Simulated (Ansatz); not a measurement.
Functionals compared on a constructed model of the (100) surface of bcc Fe, ferromagnetic (in the relaxation 1 Fe–Os bonds formed), a pseudomorphic layer of Os in the host's stacking (bottom of the slab: a bare face, its two planes held), in Ansatz (plane waves, PAW). The structure was relaxed with PBE; the other rows are single points on it. Cutoff 420 eV.

Slab: 7 atoms, 9.1 Å thick at the start (thin: gaps and levels are the slab's own); k 13x13x1, smearing 0.1 eV, dipole-corrected; 2 atoms held, the rest relaxed; start symmetry kept, larger cells not searched; spin-polarised, ending with about 14.7 μB a cell; orders that need a larger cell were not tried, no spin-orbit, no U. It is one candidate, not shown to be the stable structure of the face. These notes are the PBE run's.

```csv
functional,work function of the top face (eV),magnetic moment of the cell (μB),rough cost of the single point
PBE,5.06,14.72,–
RPBE,___,14.95,very roughly 2.1 core-minutes
```

Problem. Some entries are withheld; supply them.

Solution. 
- RPBE, work function of the top face (eV): 4.90

Ansatz is a quantum-chemistry and plane-wave program.
